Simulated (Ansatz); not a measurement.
The parent structure is a 15-atom supercell of WSi2 (space group I4/mmm, No. 139; a = 3.203 Å, c = 7.816 Å) at its relaxed geometry.

Computed with Kohn–Sham DFT with the PBEsol functional, run in Ansatz (a program for electronic structure) with PAW and 420 eV plane waves, no spin-orbit coupling, earlier PAW set.

For the base:

```
Property   Result
--------  -------
Pressure  0.0 GPa
```

The change: one Si atom is added in an open site, starting 1.73 Å from the nearest host atom, atoms relaxed at fixed cell, starting from a slightly rattled geometry.

Problem. Estimate the effect on the final site of the added atom, pressure and largest displacement of a host atom from its site in the perfect cell.

Solution. The final site of the added atom comes out as 4 Si at 2.15 Å and 4 W at 2.52 Å; the pressure goes from zero to 25.1 GPa; the largest displacement of a host atom from its site in the perfect cell comes out as 0.45 Å.

In so small a cell the defect repeats every few ångströms: this is an ordered compound, not a dilute defect. All final runs are without spin polarisation. The defect cell is not spin-polarised.
